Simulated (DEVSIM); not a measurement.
Device: Pt/SiO2/p-Si capacitor, at 300 K.

| layer (left to right) | material | thickness (nm) | Na (cm⁻³) |
|---|---|---|---|
| 1 | SiO2 | 1.70 | - |
| 2 | Si | 1100 | 2.6e17 |

Metal gate on the left, work function 5.6 eV. Fixed charge at the semiconductor interface -4.3e10 cm⁻² (in units of +e); interface traps 6.7e11 cm⁻² eV⁻¹, uniform in energy, neutral level at 0.5 of the gap above the valence band.

The device is made up for the run: typed textbook-type constants, with dimensions and the other settings drawn at random. Values at 300 K.

```
parameter      SiO2       Si
-------------  ----  -------
gap (eV)          9    1.124
affinity (eV)   0.9     4.05
permittivity    3.9     11.7
Nc (cm⁻³)         -  2.86e19
Nv (cm⁻³)         -   3.1e19
```

Model (solved in DEVSIM): 1D Poisson equation in equilibrium, Boltzmann statistics, complete ionisation; no quantum confinement or tunnelling. Metal contacts follow the ideal Schottky-Mott rule: no Fermi-level pinning, no interface dipoles.

Question: Give the band bending (positive: bands bend down) and minority sheet density.

Answer: 
| Vg (V) | ψs (V) | minority carriers (cm⁻²) |
|---|---|---|
| 0.2 | -0.115 | < 1e8 |
| 0.5 | -0.017 | < 1e8 |
| 0.8 | 0.199 | < 1e8 |
| 1.1 | 0.452 | < 1e8 |
| 1.4 | 0.713 | < 1e8 |
| 1.7 | 0.952 | 3.8e11 |
